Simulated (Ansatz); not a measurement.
TiB2: pressure series

Start from TiB2 (space group P6/mmm, No. 191; a = 3.017 Å, c = 3.185 Å).

Cell and atoms are relaxed at each pressure.

All numbers come from PBEsol, PAW, 420 eV (Ansatz, a program for electronic structure; no spin-orbit coupling).

Notes on the quantities. enthalpy: H = E + PV relative to the base's energy.

```tsv
variant	lattice parameter a	enthalpy
base	301.7 pm	–
pressure −2 GPa	302.4 pm	-0.10 eV/atom
pressure −1 GPa	302.1 pm	-0.05 eV/atom
pressure 0.9 GPa	…	+0.05 eV/atom
pressure 2.1 GPa	301.1 pm	+0.11 eV/atom
pressure 4.5 GPa	…	+0.23 eV/atom
pressure 9 GPa	298.9 pm	+0.46 eV/atom
pressure 15 GPa	297.3 pm	+0.76 eV/atom
pressure 22.5 GPa	…	+1.13 eV/atom
pressure 30 GPa	293.5 pm	+1.49 eV/atom
```

**Question.** What belongs in the blanks?

**Answer.** 
- pressure 0.9 GPa, lattice parameter a: 301.4 pm
- pressure 4.5 GPa, lattice parameter a: 300.3 pm
- pressure 22.5 GPa, lattice parameter a: 295.3 pm

The mesh was chosen for an insulator and is coarse for the gapless case. Load acts through the strain it causes; cell and atoms are relaxed under it. Whether these cells are dynamically stable was not tested. No other phases were tried under pressure. All final runs are without spin polarisation.
